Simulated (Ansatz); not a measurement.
Effect of uniaxial strain ε_xx = +0.50 % on Y

Consider Y in the hcp (Mg type) structure (space group P6_3/mmc, No. 194; a = 3.5943 Å, c = 5.6099 Å; relaxed with 0.1 eV smearing). Axes: x lies along a and z along c of the hexagonal cell.

Perturbation: uniaxial strain ε_xx = +0.50 %, all other strain components held at zero, atoms relaxed at fixed cell.

Level of theory: Ansatz (a first-principles code) PBEsol, no spin-orbit coupling. k-mesh 18×18×11 (Γ-centred); smearing 0.1 eV (Fermi–Dirac).

The volume per atom increases by 0.16 Å³ (31.38 Å³ → 31.54 Å³) and the space group becomes Cmcm (No. 63) (base: P6_3/mmc (No. 194)). The energy is nearly the same and the pressure (mean of the normal stresses, compression positive) goes from zero to -0.2 GPa. The band gap is still zero and the stress (xx, yy, zz, yz, xz, xy; compression positive) amounts to (-0.4, -0.1, -0.1, 0.0, 0.0, 0.0) GPa.

Final structure:

```
Y
1.0
    3.61228     0.00000     0.00000
   -1.80614     3.11277     0.00000
    0.00000     0.00000     5.60992
Y
2
Direct
  0.66724   0.33448   0.75000
  0.33276   0.66552   0.25000
```

No phonon test of stability was made. All final runs are without spin polarisation.
